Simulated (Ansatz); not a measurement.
**Effect of biaxial strain +1.00 %, plane normal [111], relaxed out of plane on CsPbCl3**

The parent structure is CsPbCl3 in the cubic perovskite structure (space group Pm-3m, No. 221; a = 5.6188 Å). Axes: x, y, z lie along the cube axes.

Now apply this change: biaxial strain +1.00 %, plane normal [111], relaxed out of plane (Cartesian); in-plane vectors clamped, the third vector and the atoms free.

All numbers come from PBEsol (Ansatz, a first-principles code; PAW; 420 eV plane waves; spin-orbit coupling left out). Γ-centred 6×6×6 mesh, Fermi–Dirac width 0.05 eV.

The volume per atom goes up by 0.21 Å³, from 35.48 Å³ to 35.69 Å³ and the space group changes from Pm-3m (No. 221) to R-3m (No. 166). The shortest interatomic distance increases by 0.006 Å, from 2.809 Å to 2.815 Å and the energy increases by 0.5 meV/atom. The band gap falls by 0.037 eV, from 1.83 eV to 1.80 eV and the gap character is direct at T. The electron mass comes out as 0.19 mₑ out of plane, 0.32 mₑ in plane (at R) and the valley order (the lowest conduction-band minima on the path, energy above the VBM, named in the base's zone) changes from R along ⟨111⟩ 1.83 eV; Γ 3.24 eV to R along [111] 1.80 eV; M along [110] 2.42 eV; Γ 3.28 eV. The out-of-plane strain is -1.39 % and the ratio −ε⊥/ε∥ is 1.39. The mean in-plane stress (compression positive) comes out as -0.2 GPa.

Final structure (turned so that z lies along the plane normal):

```yaml
crystal:
  lattice:
    - [8.02558, 0.00000, 0.00000]
    - [4.01279, 6.95036, 0.00000]
    - [4.01279, -2.31679, 3.19906]
  atoms:
    - { symbol: Cs, position: [0.00000, 0.00000, 0.00000] }
    - { symbol: Pb, position: [0.00000, 0.50000, 0.50000] }
    - { symbol: Cl, position: [0.50000, 0.00000, 0.00000] }
    - { symbol: Cl, position: [0.00000, 0.50000, 0.00000] }
    - { symbol: Cl, position: [0.50000, 0.50000, 0.00000] }
```

With Pb present, leaving out spin-orbit coupling can change the band edges. Masses are band curvatures over ±0.01 Å⁻¹ around the edge. Stability against distortions was not tested. Many cubic perovskites are stable only at high temperature; tilts and polar distortions were not tested. This is not the structure that CsPbCl3 has at room temperature and ambient pressure. Labels are those of the standard path for the cell's own space group.
